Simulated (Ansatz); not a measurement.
## Pressure series in hypothetical wurtzite BeS

The parent structure is BeS in the wurtzite structure (space group P6_3mc, No. 186; a = 3.4393 Å, c = 5.6672 Å; a hypothetical phase, not in the database extracts checked).

Cell and atoms are relaxed at each pressure.

The values are results of plane-wave PAW DFT at the PBE level (Ansatz, a quantum-chemistry and plane-wave program, 420 eV), no spin-orbit coupling, not measurements.

Two rows of this table had their results exchanged by mistake.

```json
[
 {"pressure": "pressure −2 GPa", "volume per atom (Å³)": "14.84", "shortest distance (Å)": "2.126", "band gap": "3.79 eV"},
 {"pressure": "pressure −1 GPa", "volume per atom (Å³)": "14.67", "shortest distance (Å)": "2.118", "band gap": "3.75 eV"},
 {"pressure": "pressure 0.3 GPa", "volume per atom (Å³)": "14.47", "shortest distance (Å)": "2.108", "band gap": "3.69 eV"},
 {"pressure": "pressure 0.7 GPa", "volume per atom (Å³)": "14.41", "shortest distance (Å)": "2.105", "band gap": "3.68 eV"},
 {"pressure": "pressure 1.5 GPa", "volume per atom (Å³)": "14.29", "shortest distance (Å)": "2.099", "band gap": "3.65 eV"},
 {"pressure": "pressure 3 GPa", "volume per atom (Å³)": "13.25", "shortest distance (Å)": "2.047", "band gap": "3.34 eV"},
 {"pressure": "pressure 5 GPa", "volume per atom (Å³)": "13.82", "shortest distance (Å)": "2.076", "band gap": "3.52 eV"},
 {"pressure": "pressure 7.5 GPa", "volume per atom (Å³)": "13.52", "shortest distance (Å)": "2.061", "band gap": "3.43 eV"},
 {"pressure": "pressure 10 GPa", "volume per atom (Å³)": "14.08", "shortest distance (Å)": "2.089", "band gap": "3.59 eV"}
]
```

Problem. Which two?

Solution. The rows for pressure 3 GPa and pressure 10 GPa: the volume has to fall steadily with pressure, so 14.08 Å³ belongs to pressure 3 GPa and 13.25 Å³ to pressure 10 GPa.

Load acts through the strain it causes; cell and atoms are relaxed under it. Stability against distortions was not tested. Competing high-pressure phases were not computed.
